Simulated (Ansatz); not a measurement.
The reference is LiNbO$_{3}$ (space group R3c, No. 161).

```
CELL_PARAMETERS angstrom
      2.56733     1.48225     4.60804
     -2.56733     1.48225     4.60804
      0.00000    -2.96450     4.60804
ATOMIC_POSITIONS crystal
  Li 0.28078 0.28078 0.28078
  Li 0.78078 0.78078 0.78078
  Nb 0.99839 0.99839 0.99839
  Nb 0.49839 0.49839 0.49839
  O  0.10932 0.35998 0.71863
  O  0.71863 0.10932 0.35998
  O  0.35998 0.71863 0.10932
  O  0.21863 0.85998 0.60932
  O  0.85998 0.60932 0.21863
  O  0.60932 0.21863 0.85998
```

Cartesian axes are those of the cell as printed.

Level of theory: PBEsol/PAW in Ansatz (a program for electronic structure), no spin-orbit coupling.

Strains are applied to the cell and any free atomic positions relax; under biaxial strain the out-of-plane vector relaxes too.

One change was made to it. Results:

```json
[
 {"quantity": "volume per atom", "base": "10.52 Å³", "after": "10.75 Å³"},
 {"quantity": "energy relative to the base (free energy F)", "base": "0 meV/atom", "after": "+3.1 meV/atom"}
]
```

Which of these changes matches the shifts?
A) biaxial strain +2.25 %, plane normal [001], relaxed out of plane
B) biaxial strain +3.00 %, plane normal [001], relaxed out of plane
C) biaxial strain +1.50 %, plane normal [001], relaxed out of plane

C, biaxial strain +1.50 %, plane normal [001], relaxed out of plane. For comparison, the energy relative to the base in the other runs: biaxial strain +3.00 %, plane normal [001], relaxed out of plane gives +12 meV/atom; biaxial strain +2.25 %, plane normal [001], relaxed out of plane gives +6.9 meV/atom.

Whether these cells are dynamically stable was not tested.
